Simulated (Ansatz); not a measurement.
Pyrite PtAs2, treated with LDA (Ansatz, a first-principles code, PAW).

Run with plane-wave cutoff 520 eV, 6×6×6 k mesh, Fermi–Dirac smearing 0.01 eV, scalar-relativistic PAW data made under PBE.

Computed points:

| V (Å³/atom) | E − E_lowest (meV/atom) |
|---|---|
| 16.797 | 15.54 |
| 17.147 | 3.73 |
| 17.497 | 0.00 |
| 17.847 | 3.45 |
| 18.196 | 13.25 |

Q: Estimate the bulk modulus and its pressure derivative from these points.

A: V0 = 17.496 Å³/atom, B0 = 164 GPa, B′ = 5.0 (fit to the energies at full precision).

Shape and atoms are relaxed at each volume.

Measured, for comparison: equilibrium volume per atom 17.70 Å³/atom (temperature not stated, not corrected to a static lattice; as tabulated in Wikipedia's data pages). Computed (rounded) less measured: equilibrium volume per atom -1.1 %. A static lattice is as a rule a little smaller and stiffer than an uncorrected measurement, which narrows the difference in the equilibrium volume per atom and would widen misses of the other sign.

Note: the bulk modulus comes from volumes at which shape and atoms were relaxed.

Spin–orbit coupling is not included.

Computed values are for the static lattice.
